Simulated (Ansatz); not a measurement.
```yaml
crystal:
  lattice:
    - [19.50000, 0.00000, 0.00000]
    - [0.00000, 22.00000, 0.00000]
    - [0.00000, 0.00000, 3.89371]
  atoms:
    - { symbol: Si, position: [0.40105, 0.46776, 0.98818] }
    - { symbol: Si, position: [0.39781, 0.52913, 0.48923] }
    - { symbol: Si, position: [0.49182, 0.34925, 0.50375] }
    - { symbol: Si, position: [0.50267, 0.40958, 0.00256] }
    - { symbol: Si, position: [0.49733, 0.59042, 0.50256] }
    - { symbol: Si, position: [0.50818, 0.65075, 0.00375] }
    - { symbol: Si, position: [0.60219, 0.47087, 0.98923] }
    - { symbol: Si, position: [0.59895, 0.53224, 0.48818] }
    - { symbol: O, position: [0.33736, 0.41478, 0.97516] }
    - { symbol: H, position: [0.29534, 0.42879, 0.86800] }
    - { symbol: O, position: [0.32521, 0.57092, 0.46535] }
    - { symbol: H, position: [0.31675, 0.59721, 0.66125] }
    - { symbol: O, position: [0.41613, 0.31500, 0.52403] }
    - { symbol: H, position: [0.38200, 0.33558, 0.66571] }
    - { symbol: O, position: [0.55239, 0.29637, 0.45948] }
    - { symbol: H, position: [0.55733, 0.26910, 0.65425] }
    - { symbol: O, position: [0.44761, 0.70363, 0.95948] }
    - { symbol: H, position: [0.44267, 0.73090, 0.15425] }
    - { symbol: O, position: [0.58387, 0.68500, 0.02403] }
    - { symbol: H, position: [0.61800, 0.66442, 0.16571] }
    - { symbol: O, position: [0.67479, 0.42908, 0.96535] }
    - { symbol: H, position: [0.68325, 0.40279, 0.16125] }
    - { symbol: O, position: [0.66264, 0.58522, 0.47516] }
    - { symbol: H, position: [0.70466, 0.57121, 0.36800] }
```

Levels: PBE (plane waves to 420 eV, PAW; Ansatz, a first-principles code); r2SCAN (plane waves to 500 eV, PAW; Ansatz); HSE06 in Ansatz. Unmarked values and the geometry are of the first. Mesh 1×1×8. No spin polarisation. It repeats along c; a and b span vacuum. A model structure. It keeps the symmetry and period of its start, so it need not be a minimum against all distortions. HSE06 ran on a 1×1×5 mesh and at PBE's edge points. Buckling under compression is shut out by symmetry and the short period.

**Question.** Say what this body is, and give its properties.

**Answer.** OH-capped Si nanowire along [110], 8 atoms a period besides the caps. An idealised model, cut from the bulk lattice.
```
Quantity                                                       Result
-----------------------------------------------  --------------------
largest distance between nuclei across the axis               10.40 Å
PBE gap                                          1.24 eV, direct at Γ
electron mass along the axis (PBE)                            0.13 mₑ
hole mass along the axis (PBE)                                0.16 mₑ
r2SCAN gap at this geometry                                   1.44 eV
HSE06 gap at this geometry                                    1.96 eV
axial stiffness dF/dε                                           68 nN
```
